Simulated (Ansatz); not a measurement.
# ScPd₃C (model structure, started from the Ni3MgC type, Pm-3m, No. 221, 5 atoms in the cell)

Level of theory: PBE (Ansatz, a program for electronic structure, PAW).

Run with plane-wave cutoff 520 eV, 14×14×14 k mesh, Fermi–Dirac smearing 0.05 eV, scalar-relativistic PAW data made under PBE.

Cell (relaxed at this level):

```xyz
5
Lattice="4.2017 0.0000 0.0000 0.0000 4.2017 0.0000 0.0000 0.0000 4.2017" Properties=species:S:1:pos:R:3 pbc="T T T"
Sc     0.0000     0.0000     0.0000
Pd     0.0000     2.1009     2.1009
Pd     2.1009     0.0000     2.1009
Pd     2.1009     2.1009     0.0000
C      2.1009     2.1009     2.1009
```

```
Property              Value
------------  -------------
band gap      zero (no gap)
bulk modulus        166 GPa
```

Note: the bulk modulus is −V dP/dV from two relaxed cells at ±2 % in volume; the relaxation could raise the start's symmetry but not lower it, so the cell can be a saddle point.

Spin–orbit coupling is not included.

Computed values are for the static lattice.

Cost on a shared machine: roughly 120 core-seconds.

A model structure was made by putting elements into a prototype or built by hand; it is no filed structure, need not be a known phase, and can be a saddle point held by its symmetry.
